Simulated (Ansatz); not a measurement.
# SrTiO3: stress against strain

SrTiO3 (cubic perovskite, Pm-3m, 11.783 Å³/atom at rest, cube axes along x, y and z) under a strain ε along a cube axis (axis z), the other axes held. PBEsol in Ansatz, a plane-wave DFT program (PAW, default set), 420 eV, 9×9×9 Γ-centred mesh, Fermi-Dirac smearing 0.05 eV; ions are relaxed within the symmetry of each cell. Stress is positive for a compressed cell.

Here s stands for strain and y for stress zz.

| strain (%) | stress zz (GPa) |
|---|---|
| -1.20 | 4.47 |
| -0.60 | 2.16 |
| 0.00 | -0.01 |
| 0.60 | -2.04 |
| 1.20 | -3.95 |
| 3.00 | ? |

The 5 complete rows are fitted with a straight line, y against s. Means: s 0, y 0.126. About the means, the sum of products is -12.624 and the sum of squares of s is 3.6000; the slope is their ratio. Least squares gives y = 0.126 - 3.5067·s. Residuals (row less fit): 0.136, -0.070, -0.136, -0.062, 0.132; standard error 0.145 (degrees of freedom: 3). The slope gives the elastic constant C11 = 351 ± 8 GPa.

Q: What does the fit predict for y at s = 3.00, and how far is the calculated value from it?

A: y = 0.126 - 3.5067 × 3.0 = -10.394 GPa. The calculation gives -8.98 GPa, 1.414 GPa above the prediction (10.5 % of the range of y in the table). The row lies outside the fitted rows, so this is an extrapolation. From the scatter of the fitted rows alone, a prediction at this place has a standard error of 0.279 GPa, so the miss is 5.1 times that.

One order more, fitted to all 11 runs of the series, follows each within 0.04, so the miss is the next term of a smooth law. The primitive cell can neither tilt nor turn polar against its symmetry, as such crystals can under strain. SrTiO3 is here the ideal cubic form; the compound distorts at low or room temperature. Rows are the converged runs of the series near zero and its far end; series whose fitted rows scatter by over a few per cent of the range, as at a crossing or softening among them, aren't shown in this form. Most that stay on the fit to the last digits aren't either.
